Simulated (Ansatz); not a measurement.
## Effect of uniaxial strain ε_zz = +1.50 % on Os

Take Os in the hcp (Mg type) structure (space group P6_3/mmc, No. 194; a = 2.754 Å, c = 4.347 Å; relaxed with 0.1 eV smearing) as the base. Axes: x lies along a and z along c of the hexagonal cell.

Modification: the cell is stretched by 1.50 % along z with no lateral relaxation, atoms relaxed at fixed cell.

The values are results of PBE (Ansatz, a program for electronic structure; PAW; 420 eV plane waves; scalar-relativistic without spin-orbit coupling), not measurements. Γ-centred 24×24×13 mesh, Fermi–Dirac width 0.1 eV.

The volume per atom increases by 0.214 Å³ to 14.50 Å³ and the space group is still P6_3/mmc (No. 194). The shortest interatomic distance goes up by 0.0264 Å (2.693 Å → 2.720 Å) and the energy increases by 7.9 meV/atom. The pressure (mean of the normal stresses, compression positive) goes from zero to -5.9 GPa and the band gap remains zero. The stress (xx, yy, zz, yz, xz, xy; compression positive) amounts to (-3.0, -3.0, -11.5, 0.0, 0.0, 0.0) GPa.

Final structure:

```
Os
1.0
    2.75433     0.00000     0.00000
   -1.37717     2.38532     0.00000
    0.00000     0.00000     4.41260
Os
2
Cartesian
  1.37717   0.79511   3.30945
  0.00000   1.59021   1.10315
```

Cost of the whole job for the changed cell (relaxation, final SCF and bands): about 25 core-seconds (a rough figure).

No phonon test of stability was made. All final runs are without spin polarisation.
